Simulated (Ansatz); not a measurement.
The parent structure is GaN in the wurtzite structure (space group P6_3mc, No. 186).

```yaml
crystal:
  lattice:
    - [3.21837, 0.00000, 0.00000]
    - [-1.60918, 2.78719, 0.00000]
    - [0.00000, 0.00000, 5.24320]
  atoms:
    - { symbol: Ga, position: [0.33333, 0.66667, 0.00014] }
    - { symbol: Ga, position: [0.66667, 0.33333, 0.50014] }
    - { symbol: N, position: [0.33333, 0.66667, 0.37686] }
    - { symbol: N, position: [0.66667, 0.33333, 0.87686] }
```

All numbers come from PBE, PAW, 420 eV (Ansatz, a program for electronic structure; no spin-orbit coupling).

Base values:

| Item | Value |
|---|---|
| Width of the top valence band | 2.67 eV |
| Valence-band top at Γ | 0.00, 0.00, -0.04 eV |
| Band gap | 1.71 eV |
| Pressure | 0.00 GPa |

The change: the cell is scaled by 1.0060 in all directions; the atoms relax in the strained cell.

Q: Estimate the effect on the energy relative to the base.

A: The energy rises by 2.0 meV/atom.

Q: Estimate the effect on the width of the top valence band.

A: The width of the top valence band falls by 0.06 eV (2.67 eV → 2.61 eV).

Q: Predict the new valence-band top at Γ.

A: The valence-band top at Γ (three highest levels, from the VBM) becomes 0.00, 0.00, -0.03 eV (base: 0.00, 0.00, -0.04 eV).

Q: Predict the new band gap.

A: The band gap drops by 0.12 eV (1.71 eV → 1.59 eV).

Q: What does the calculation give for the pressure after the change?

A: The pressure (mean of the normal stresses, compression positive) goes from zero to -2.97 GPa.

No phonon test of stability was made.
